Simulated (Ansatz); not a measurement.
Abridged Ansatz (a program for electronic structure) output:

```
Pseudopotential: Zr, paw, valence charge 12
Pseudopotential: Mo, paw, valence charge 14
Pseudopotential: P, paw, valence charge 5
Crystal: 8 atoms, lattice volume = 123.445 Å³
Basis set: ecut = 420 eV, 2417 PW (Γ), exchange–correlation on 48×90×80 points (8 copies of the dense FFT grid, shifted against one another)
Bands: 45, of which v1, the nominal top of the filled ones, is band 37 counted from 1 (36 counted from 0)
Symmetry: 4 space group operations
k-points: 160 of 784 (time reversal used)
Functional: x = pbe(κ = 0.804, μ = 0.2195149727645171), c = pbe(β = 0.06672455060314922)
SCF iter   1: F=—  HF=-22081.092945 eV  |F-HF|=—  |Δ(HF+E_count)|=         —  Δρ=8.54e-3  dr2=1.67e-1  ethr=1.77e-3  ⟨swp⟩=6.2  Hψ=28195  notcnv=0
SCF iter   2: F=—  HF=-22081.086070 eV  |F-HF|=—  |Δ(HF+E_count)|=   6.88e-3  Δρ=4.64e-3  dr2=4.94e-2  ethr=2.25e-4  ⟨swp⟩=1.1  Hψ=8504  notcnv=0  defer=3
SCF 1 converged in 9 iterations: F = -22081.083719 eV  dr2 = 4.58e-11
SCF converged after 9 iterations
Free energy (F): -22081.083719 eV
Internal energy: -22081.057634 eV  (E = F + TS)
E sigma→0 (E₀):  -22081.070676 eV
Entropy (-TS):   -0.026085 eV (-3.261 meV/atom)
Fermi energy:    15.769545 eV
--- Forces (eV/Å), atoms counted from 1 ---
  atom   1  Zr     0.00000000    -0.00000000     0.00372020
  atom   2  Mo     0.00000000    -0.00000000    -0.00052950
  atom   3  Mo     0.00000000    -0.00000000     0.00146585
  atom   4  Mo     0.00000000    -0.00000000    -0.00444500
  atom   5  P      0.00000000     0.00097560     0.00048057
  atom   6  P      0.00000000    -0.00097560     0.00048057
  atom   7  P      0.00000000    -0.00047752    -0.00058738
  atom   8  P      0.00000000     0.00047752    -0.00058738
--- Stress (GPa, compression-positive) ---
        0.004850      -0.000000      -0.000000
       -0.000000      -0.007871       0.000000
       -0.000000       0.000000       0.007656
  P = ⅓ Tr σ = 0.0015 GPa (0.015 kbar)
```

**Question.** What was computed, and what are the main results?

**Answer.** ZrMo3P4, 8 atoms in the cell, with Ansatz PBE, without spin-orbit coupling. The last SCF converged to F = -22081.083719 eV, or -2760.1355 eV per atom, at a pressure of 0.00 GPa. The total energy compares only with runs of the same code, potentials and settings.

These are small ordered cells, not random alloys; other orderings at the same x differ. No phonon test of stability was made. All final runs are without spin polarisation. The cell was made from MoP by this change: x(Zr) = 0.25, 8 atoms, Pmm2.
